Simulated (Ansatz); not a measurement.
System: L1₂ (Cu3Au-type) Ni3Fe. Method: PBEsol (Ansatz, a program for electronic structure, PAW).

The run printed, among other lines:

```
Crystal: 4 atoms, lattice volume = 39.910 Å³
Basis set: ecut = 520 eV, 1045 PW (Γ), exchange–correlation on 54×54×54 points (8 copies of the dense FFT grid, shifted against one another)
Bands: 46, of which v1, the nominal top of the filled ones, is band 35 counted from 1 (34 counted from 0)
Symmetry: 48 space group operations
Space group: Pm-3m (ITA 221), of the structure as read, at distance tolerance 3.4e-5 Å
k-points: 165 of 4096
Initial density: superposition of atomic densities (chi_scale 0.1, normalization cell)
Functional: x = pbesol(κ = 0.804, μ = 0.12345679012345678), c = pbesol(β = 0.046)
spin=Collinear: Kerker preconditioning applied to the charge; magnetization (m = ρ↑ − ρ↓) channel mixes plain (no charge-response kernel on spin).
SCF 1 converged in 16 iterations: F = -21863.996431 eV  dr2 = 6.75e-11
SCF converged after 16 iterations
Magnetization: 4.6214 μB (37.3107 up, 32.6893 down)
Free energy (F): -21863.996431 eV
Internal energy: -21863.973486 eV  (E = F + TS)
E sigma→0 (E₀):  -21863.984959 eV
Fermi energy:    20.702508 eV
--- Forces (eV/Å), atoms counted from 1 ---
  atom   1  Fe    -0.00000000     0.00000000    -0.00000000
  atom   2  Ni     0.00000000     0.00000000     0.00000000
  atom   3  Ni     0.00000000    -0.00000000    -0.00000000
  atom   4  Ni     0.00000000    -0.00000000    -0.00000000
--- Stress (GPa, compression-positive) ---
       16.086707       0.000000       0.000000
        0.000000      16.086707       0.000000
        0.000000       0.000000      16.086707
  P = ⅓ Tr σ = 16.0867 GPa (160.867 kbar)
```

### Question
Write an input file that could have produced this run (the log leaves some choices open).

### Answer
This is not unique; one that fits is 
Ansatz 0.2 input:
```yaml
crystal:
  lattice:
    - [3.4173959162, 0.0, 0.0]
    - [0.0, 3.4173959162, 0.0]
    - [0.0, 0.0, 3.4173959162]
  atoms:
    - { symbol: Fe, position: [0.0, 0.0, 0.0], spin: 3.0 }
    - { symbol: Ni, position: [0.0, 0.5, 0.5], spin: 0.7 }
    - { symbol: Ni, position: [0.5, 0.0, 0.5], spin: 0.7 }
    - { symbol: Ni, position: [0.5, 0.5, 0.0], spin: 0.7 }
basis:
  ecutwfc: 520
  ecutrho_ratio: 4
  xc_grid: 2
kpoints:
  mp_grid: { grid: [16, 16, 16] }
hamiltonian:
  xc: pbesol
  dispersion: none
  pseudopotentials: { kind: paw }
scf:
  occupations: { method: fermi_dirac, width: 0.05 }
  convergence: { dr2_threshold: 0.0000000004 }
output:
  forces: true
  stress: true
  eigenvalues: true
magnetization:
  spin_polarized: true
```

The cell is one volume of an energy–volume scan, off the minimum.

The PAW data were made under PBE.
